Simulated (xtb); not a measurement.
xtb 6.7.1, GFN2-xTB: Ge(F)(Ph)3 ([F][Ge]([c]1ccccc1)([c]1ccccc1)[c]1ccccc1), 35 atoms. The geometry is a generated start, not checked to be a minimum at this level.

- method: GFN2-xTB
- --acc: 1 (default)
- --etemp (K): 300 (default)
- detailed input (--input): none: ANC optimiser, Lindh (1995) Hessian, microcycle=20, maxdispl=1.0, hlow=0.01 (default)
- basis functions: 101
- valence electrons: 98

The structure is relaxed from this start with --opt LEVEL for the levels crude, sloppy, loose, lax, normal, tight, vtight, extreme, once each. Up to the end of the extreme run atoms move by at most 1.4 Å along an axis.

**Question.** What is the loosest level that ends within 20 meV of the extreme run, and how many cycles does it take?

**Answer.** normal: 22 cycles against 113, ending 11 meV above.

```tsv
level	cycles	energy above the extreme run (meV)	gradient norm (eV/Å)
crude	1	29	0.095
sloppy	1	29	0.095
loose	1	29	0.095
lax	1	29	0.095
normal	22	11	0.016
tight	75	0.87	0.010
vtight	94	0.14	0.0034
extreme	113	—	0.0012
```
